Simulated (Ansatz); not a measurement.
For TiRh (P4/mmm, No. 123), LDA (Ansatz, a first-principles code, plane waves, PAW) gives:

| Property | Value |
|---|---|
| lattice constant a | 2.896 Å |
| lattice parameter c | 3.354 Å |

What does r²SCAN (Ansatz, plane waves, PAW) give for the same quantities?


- lattice constant a: 2.950 Å (goes up by 1.9 %)
- lattice parameter c: 3.385 Å (goes up by 0.9 %)

Changes are worked out from the printed values.

Unless a cell is named, each level is at its own relaxed cell (LDA 14.07, r²SCAN 14.73 Å³/atom).

The crystal itself was run without spin with r²SCAN; a magnetic state was not tried in these runs.

Ansatz's density-functional and Hartree–Fock values are scalar-relativistic unless marked +SOC, with PAW data made under PBE.
